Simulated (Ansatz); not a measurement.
# Al3SiCN3 (model structure, P3m1, No. 156, 8 atoms in the cell)

Level of theory: LDA (Ansatz, a program for electronic structure, plane waves, PAW).

Numerical settings: plane-wave cutoff 520 eV, 24×24×6 k mesh (along the axes of the cell as run), Fermi–Dirac smearing 0.05 eV, scalar-relativistic PAW data made under PBE.

Cell (relaxed with PBEsol):

```cif
data_CAl3N3Si
_chemical_formula_sum 'Al3 N3 Si1 C1'
_space_group_name_H-M_alt 'P3m1'
_space_group_IT_number 156
_space_group_name_Hall 'P 3 -2"'
_cell_length_a 3.12647
_cell_length_b 3.12647
_cell_length_c 9.98756
_cell_angle_alpha 90.000
_cell_angle_beta 90.000
_cell_angle_gamma 120.000
loop_
_atom_site_label
_atom_site_type_symbol
_atom_site_symmetry_multiplicity
_atom_site_Wyckoff_symbol
_atom_site_fract_x
_atom_site_fract_y
_atom_site_fract_z
_atom_site_occupancy
Al1 Al 1 c 0.66667 0.33333 0.99941 1
N1 N 1 c 0.66667 0.33333 0.19504 1
Al2 Al 1 a 0.00000 0.00000 0.24534 1
N2 N 1 a 0.00000 0.00000 0.44049 1
Al3 Al 1 c 0.66667 0.33333 0.49046 1
N3 N 1 c 0.66667 0.33333 0.68753 1
Si1 Si 1 a 0.00000 0.00000 0.76159 1
C1 C 1 a 0.00000 0.00000 0.93464 1
```

```yaml
band_gap: 0.41 eV (on the SCF k mesh)
```

Note: the relaxation could raise the start's symmetry but not lower it, so the cell can be a saddle point; cell and atoms aren't relaxed at this level (largest force component 0.10 eV/Å, pressure -4.6 GPa).

The computed numbers hold no vibrational or temperature effects.

The result took around 110 core-seconds (rough).

A model structure was made by putting elements into a prototype or built by hand; it is no filed structure, need not be a known phase, and can be a saddle point held by its symmetry.
